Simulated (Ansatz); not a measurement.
Start from Lu in the hcp (Mg type) structure (space group P6_3/mmc, No. 194; a = 3.443 Å, c = 5.367 Å; relaxed with 0.1 eV smearing). Axes: x lies along a and z along c of the hexagonal cell.

Level of theory: PBEsol (Ansatz, a quantum-chemistry and plane-wave program; PAW; 420 eV plane waves; no spin-orbit coupling).

For the base:

| Quantity | Result |
|---|---|
| Pressure | 0.0 GPa |
| Shortest interatomic distance | 3.340 Å |

The change: uniaxial strain ε_xx = −0.50 %, all other strain components held at zero; the atoms relax in the strained cell.

Problem. What does the calculation give for the energy relative to the base, pressure and shortest interatomic distance after the change?

Solution. The energy hardly moves; the pressure (mean of the normal stresses, compression positive) goes from zero to 0.3 GPa; the shortest interatomic distance decreases by 0.004 Å (3.340 Å → 3.336 Å).

Stability against distortions was not tested.
